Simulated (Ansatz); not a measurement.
### Question
Name crystals whose electron conductivity mass lies between 0.22 and 0.34 mₑ and whose hole conductivity mass lies between 0.32 and 0.5 mₑ, by PBEsol, rigid bands (Ansatz, an electronic-structure program).

### Answer
Many crystals can fit; among those computed here:
- Be2C (Fm-3m): 0.30 mₑ, 0.43 mₑ
- CaZn2P2 (P-3m1): 0.34 mₑ, 0.36 mₑ
- LiH (Fm-3m): 0.28 mₑ, 0.40 mₑ
- BP (F-43m): 0.33 mₑ, 0.39 mₑ

Masses are for dilute carriers at 300 K, harmonic means over directions unless an axis is named. Spin-orbit coupling is left out.

Formula and space group known from diffraction (Crystallography Open Database), not checked to be the room-temperature form: Be2C (Fm-3m), CaZn2P2 (P-3m1).
